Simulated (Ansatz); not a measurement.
Take InP in the zinc blende structure (space group F-43m, No. 216; a = 5.960 Å) as the base.

Method: PBE in Ansatz (plane waves to 420 eV, PAW, scalar-relativistic without spin-orbit coupling), earlier PAW set.

For the base:

```
Quantity                           Result
----------------------------  -----------
Gap character                 direct at Γ
Gap between the host's bands      0.44 eV
```

Modification: electron doping at 1.0×10^22 cm⁻³ (0.529 per cell), with a uniform compensating background at fixed cell and a 300 K Fermi–Dirac width.

Question: What happens to the gap character?

Answer: The gap character remains direct at Γ.

Question: What happens to the gap between the host's bands?

Answer: The gap between the host's bands shrinks by 0.10 eV to 0.34 eV.

Carriers are added with a uniform compensating background; total energy and stress of such cells depend on the potential's zero and are not compared; many-body gap narrowing is missing at this level. Whether these cells are dynamically stable was not tested.

Ansatz is a first-principles code.
